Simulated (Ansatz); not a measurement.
**GaN, pressure series**

Base system: GaN in the zinc blende structure (space group F-43m, No. 216; a = 4.549 Å).

Cell and atoms are relaxed at each pressure.

Computed with DFT with PBE, PAW potentials and a 420 eV plane-wave cutoff in Ansatz (a program for electronic structure), no spin-orbit coupling.

Candidates:
(a) pressure 30 GPa
(b) pressure 9 GPa
(c) pressure −2 GPa
(d) pressure 18 GPa
(e) pressure 4.2 GPa

Before the change:

| Property | Value |
|---|---|
| Band gap | 1.54 eV |

### Question
Order them by band gap, lowest first.

### Answer
(c) pressure −2 GPa (1.46 eV), (e) pressure 4.2 GPa (1.69 eV), (b) pressure 9 GPa (1.84 eV), (d) pressure 18 GPa (2.09 eV), (a) pressure 30 GPa (2.38 eV)

Load acts through the strain it causes; cell and atoms are relaxed under it. No phonon test of stability was made. Tetrahedral semiconductors of this kind turn to denser phases somewhere between about 1 and 50 GPa; those were not computed, so compressed cells here can lie past the real transition. This is not the structure that GaN has at room temperature and ambient pressure.
